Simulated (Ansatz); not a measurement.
Results of PBE0-D3(BJ) in Ansatz (PAW) for CsCl-type RuAl.

Run with plane-wave cutoff 460 eV, 10×10×10 k mesh, Fermi–Dirac smearing 0.05 eV, no spin polarisation, scalar-relativistic PAW data made under PBE.

Cell (relaxed at this level):

```cif
data_AlRu
_chemical_formula_sum 'Al1 Ru1'
_space_group_name_H-M_alt 'P 1'
_space_group_IT_number 1
_cell_length_a 2.93956
_cell_length_b 2.93956
_cell_length_c 2.93956
_cell_angle_alpha 90.000
_cell_angle_beta 90.000
_cell_angle_gamma 90.000
loop_
_space_group_symop_operation_xyz
  'x, y, z'
loop_
_atom_site_label
_atom_site_type_symbol
_atom_site_fract_x
_atom_site_fract_y
_atom_site_fract_z
_atom_site_occupancy
Al1 Al 0.50000 0.50000 0.50000 1
Ru1 Ru 0.00000 0.00000 0.00000 1
```

Question: Give the computed bulk modulus and pressure derivative B′ of the bulk modulus.

Answer: 
- bulk modulus = 245 GPa
- pressure derivative B′ of the bulk modulus = 4.3

Note: the run has no spin polarisation, so it can have missed a magnetic state.

Static lattice: no zero-point or thermal effects.

It cost very roughly 15 core-minutes of CPU time.

Ansatz is a first-principles code.
